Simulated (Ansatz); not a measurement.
Ti₃Al (P6_3/mmc), PBEsol, DFPT electron-phonon coupling, linearised Boltzmann equation (Ansatz, an electronic-structure program). Phonon-limited resistivity 92.0 μΩ·cm at 300 K along x (a = (5.69, 0.00, 0.00) Å; b = (-2.84, 4.92, 0.00) Å; c = (0.00, 0.00, 4.61) Å), 126 μΩ·cm at 400 K, Drude plasma energy 1.53 eV.

Question: What is the classical skin depth at 100 GHz (nonmagnetic, μ₀ = 1.257×10⁻⁶ H/m)?

Answer: δ = √(ρ/(π f μ₀)) = 1530 nm.

Question: What Drude relaxation time do resistivity and plasma energy imply?

Answer: ω_p = 2.32e15 s⁻¹, so τ = 1/(ε₀ ω_p² ρ) = 22.7 fs, a damping ħ/τ of 29.0 meV.

Question: What temperature coefficient of resistance follows, and how does it compare with 1/T?

Answer: (ρ₄₀₀ − ρ₃₀₀)/(100 K × ρ₃₀₀) = 3.70×10⁻³ K⁻¹, against 1/T = 3.33×10⁻³ K⁻¹ for a resistivity proportional to T. It lies higher because phonons are still being populated at 300 K; impurities would add a constant and lower it.

A metal at this level (no band gap). Only scattering by harmonic phonons is included (no impurities, grain boundaries, electron-electron scattering or thermal expansion). Spin-orbit coupling is left out. Values near or above 100 μΩ·cm, or paths under about 2 nm, lie near resistivity saturation, where the Boltzmann equation overshoots. Halving the electron mesh (16x16x20) moves the resistivity by up to 4 % at 300 K. Smearing 0.20 eV; phonons on a 3x3x3 q mesh, which this run doesn't test.
